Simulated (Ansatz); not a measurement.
The reference is CdSe in the wurtzite structure (space group P6_3mc, No. 186; a = 4.383 Å, c = 7.155 Å).

Computed with PBE (Ansatz, a program for electronic structure; PAW; 420 eV plane waves; no SOC), earlier PAW set.

Base values:

| Quantity | Result |
|---|---|
| Gap between the host's bands | 0.54 eV |
| Gap character | direct at Γ |

Modification: 0.357 holes added to each cell, a density of 3.0×10^21 cm⁻³, with a uniform compensating background at fixed cell and a 300 K Fermi–Dirac width.

What does the calculation give for the gap between the host's bands after the change?

The gap between the host's bands grows by 0.13 eV to 0.67 eV.

How does this affect the gap character?

The gap character remains direct at Γ.

Charged cell with a jellium background: band edges are those of the host's band count, energies are not comparable with the neutral cell, and many-body gap narrowing is missing. Semilocal Kohn–Sham gaps tend to fall short of experiment. Whether these cells are dynamically stable was not tested.
